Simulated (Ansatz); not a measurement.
## What isotropic strain −3.00 % does to CdSe

Start from CdSe in the zinc blende structure (space group F-43m, No. 216; a = 6.0075 Å).

Perturbation: an isotropic linear strain of −3.00 %, atoms relaxed at fixed cell.

The values are results of LDA, PAW, 420 eV (Ansatz, an electronic-structure program; without spin-orbit coupling), not measurements. k-mesh 10×10×10 (Γ-centred); smearing 0.05 eV (Fermi–Dirac).

```csv
quantity,base,changed,shift
shortest interatomic distance,4.916 bohr,4.768 bohr,-0.1475 bohr
energy relative to the base (free energy F),0 meV/atom,+45 meV/atom,+45 meV/atom
pressure,0.00 GPa,6.57 GPa,+6.562 GPa
band gap,0.41 eV,0.58 eV,+0.178 eV
gap character,direct at Γ,direct at Γ,–
mean gap deformation potential ΔEg/Δln V,–,-2.0 eV,–
width of the top valence band,2.41 eV,2.78 eV,+0.37 eV
electron mass,0.041 mₑ (at Γ),0.054 mₑ (at Γ),–
"hole mass (degenerate bands, along [100])","0.042, 0.62, 0.62 mₑ (at Γ)","0.056, 0.55, 0.55 mₑ (at Γ)",–
```

Final structure:

```yaml
crystal:
  lattice:
    - [0.00000, 2.91362, 2.91362]
    - [2.91362, 0.00000, 2.91362]
    - [2.91362, 2.91362, 0.00000]
  atoms:
    - { symbol: Cd, position: [0.00000, 0.00000, 0.00000] }
    - { symbol: Se, position: [0.25000, 0.25000, 0.25000] }
```

Effective masses come from finite differences of ±0.01 Å⁻¹. Stability against distortions was not tested.
